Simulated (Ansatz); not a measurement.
An Ansatz (a program for electronic structure) input (PBE-D3(BJ)/PAW in Ansatz, no SOC):

Ansatz 0.2 input:
```yaml
crystal:
  lattice:
    - [1.8917305066, 1.0921911172, 3.3697724918]
    - [-1.8917305066, 1.0921911172, 3.3697724918]
    - [0, -2.1843822344, 3.3697724918]
  atoms:
    - { symbol: As, position: [0.2302784551, 0.2302784551, 0.2302784551] }
    - { symbol: As, position: [0.7697215449, 0.7697215449, 0.7697215449] }
basis: { ecutwfc: 420, ecutrho_ratio: 4, xc_grid: 2, fft_grid_basis: typed }
kpoints: { mp_grid: { grid: [11, 11, 11] } }
hamiltonian:
  xc: pbe
  dispersion: d3bj
  pseudopotentials: { kind: paw }
scf: { occupations: { method: fermi_dirac, width: 0.05 }, convergence: { dr2_threshold: 0.0000000002 } }
output: { forces: true, stress: true }
```

**Question.** Which symmetry and how many k-points will the program report, and about how many plane waves at Γ?

**Answer.** Space group R-3m (ITA 166) with 12 operations, k-points 146 of 1331, and 821 plane waves at Γ.

Whether these cells are dynamically stable was not tested. The cell is As in the A7 type structure (space group R-3m, No. 166; layered).
